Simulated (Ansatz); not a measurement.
# Response to strain in Mg2Ge

Consider Mg2Ge in the anti-fluorite structure (space group Fm-3m, No. 225; a = 6.286 Å). Axes: x, y, z lie along the cube axes.

Strains are applied to the cell and any free atomic positions relax; under biaxial strain the out-of-plane vector relaxes too.

The values are results of Ansatz (a first-principles code) LDA, no spin-orbit coupling, not measurements.

Candidates:
(a) biaxial strain −2.00 %, plane normal [001], relaxed out of plane
(b) biaxial strain +2.50 %, plane normal [001], relaxed out of plane
(c) biaxial strain −0.50 %, plane normal [001], relaxed out of plane

Notes on the quantities. energy relative to the base: free energy F.

Order them by energy relative to the base, lowest first.

(c) biaxial strain −0.50 %, plane normal [001], relaxed out of plane (+0.4 meV/atom), (a) biaxial strain −2.00 %, plane normal [001], relaxed out of plane (+7.2 meV/atom), (b) biaxial strain +2.50 %, plane normal [001], relaxed out of plane (+10 meV/atom)

No phonon test of stability was made. The final runs are not spin-polarised.
